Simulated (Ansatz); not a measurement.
Na: Na vacancy, symmetric start

Base system: a 12-atom supercell of Na in the bcc (W type) structure (space group Im-3m, No. 229; a = 4.222 Å) at its relaxed geometry.

Perturbation: one Na atom is removed, atoms relaxed at fixed cell.

Calculations: r2SCAN (Ansatz, a first-principles code), spin-orbit coupling left out. Γ-centred 5×5×4 mesh, Fermi–Dirac width 0.05 eV.

The pressure goes from zero to -0.2 GPa and the energy gained by relaxation amounts to 0.04 eV. The largest displacement of a host atom from its site in the perfect cell amounts to 0.30 Å and the mean distance from the defect site to its nearest host atoms drops by 0.154 Å (3.66 Å → 3.50 Å).

The cell is small, so the values are those of an ordered compound at a high defect concentration; dilute-limit values will differ. The defect started on the symmetric site and kept its symmetry, so it may sit on a saddle. The defect cell is not spin-polarised.
